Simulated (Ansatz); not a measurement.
The parent structure is ZnGeP$_{2}$ in the chalcopyrite structure (space group I-42d, No. 122; a = 5.424 Å, c = 10.709 Å).

The values are results of PBEsol (Ansatz, an electronic-structure program; PAW; 420 eV plane waves; no SOC), not measurements.

Base values:

| Quantity | Result |
|---|---|
| Band gap | 1.07 eV |
| Lattice parameter a | 5.424 Å |

The change: a hydrostatic pressure of 9 GPa.

Q: What happens to the band gap?

A: The band gap decreases by 0.15 eV, from 1.07 eV to 0.92 eV.

Q: Estimate the effect on the lattice parameter a.

A: The lattice parameter a drops by 0.157 Å (5.424 Å → 5.267 Å).

Load acts through the strain it causes; cell and atoms are relaxed under it. No phonon test of stability was made. No other phases were tried under pressure.
